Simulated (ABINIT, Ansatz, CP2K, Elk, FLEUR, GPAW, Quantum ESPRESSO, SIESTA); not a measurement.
# Code comparison for PbF2 (Fm-3m, 3 atoms in the cell)

Self-consistent single point.

```xyz
3
Lattice="0.0000 2.9192 2.9192 2.9192 0.0000 2.9192 2.9192 2.9192 0.0000" Properties=species:S:1:pos:R:3 pbc="T T T"
Pb     0.0000     0.0000     0.0000
F      4.3788     4.3788     4.3788
F      1.4596     1.4596     1.4596
```

Shared settings, as Ansatz (a program for electronic structure) writes them: kpoints.mp_grid.grid = 10 10 10; scf.occupations.method = fixed. Potentials and cutoffs stand in the table.

| code | model | pressure (GPa) | gap on the mesh (eV) | cutoff |
|---|---|---|---|---|
| ABINIT | PBEsol, PAW (JTH v2.0 PBE PAW, files made for PBE) | 2.17 | 4.304 | 653 eV |
| CP2K | PBEsol, GPW, DZVP-MOLOPT-SR-GTH basis, GTH-PBE potentials (GTH_POTENTIALS) | 4.69 | 4.214 | grid 550 Ry |
| FLEUR | PBEsol, all-electron FLAPW (FLEUR), scalar-relativistic valence | – | 4.451 | Kmax 3.8 1/bohr |
| Ansatz | PBEsol, default PAW files made with PBE | 2.01 | 4.307 | default |
| Elk | PBEsol, all-electron FP-LAPW, Elk's shipped species files, APW+lo basis with extra local orbitals | – | 4.311 | rgkmax 8 |
| Quantum ESPRESSO | PBEsol, SSSP 1.1.2 efficiency (PBE) pseudopotentials | 2.65 | 4.274 | 55 Ry |
| SIESTA | GGA PBEsol, numerical atomic orbitals DZP, PseudoDojo PBEsol standard norm-conserving potentials (rewritten from UPF to PSML) | -0.15 | 4.234 | grid 350 Ry |
| GPAW | PBEsol, GPAW PAW datasets PBEsol (made by gpaw-setup) | – | 4.231 | 900 eV |

A dash marks a value that a program does not give, or that is left out as unsure.

Gaps are read on the mesh.

On Ansatz's run: spin-orbit coupling is off.

The spread over the programs that give each value: pressure within 4.84 GPa; gap on the mesh within 0.237 eV.

CP2K and SIESTA use small atom-centred bases, whose incompleteness enters pressures, forces and empty levels differently from a plane-wave cutoff. FLEUR and Elk treat all electrons, but the usual bases taken here (sphere radii, linearisation, local orbitals, empty states) were not tested for convergence, so the values are no reference for the others. Ansatz's pressure is given at a fixed set of plane waves, as the other plane-wave codes print theirs; with its correction for the finite basis it is 2.53 GPa (the shift of 0.52 GPa shows how far the cutoff is from converged). The pressure of GPAW is left out: its cutoff lies under the one at which its stress was checked. In the pressure, CP2K (by 2.52) and SIESTA (by 2.32) lie more than 1 GPa from the median of the plane-wave programs. In the gap, FLEUR (by 0.162) lies more than 0.12 eV from the median of the plane-wave programs.

The starting cell comes from a database of computed structures (which also holds hypothetical and non-ambient phases and stackings), without a prior relaxation at this level. Its lattice was rescaled by a random factor within 2.5 % of one.

Keys are those of Ansatz 0.2.
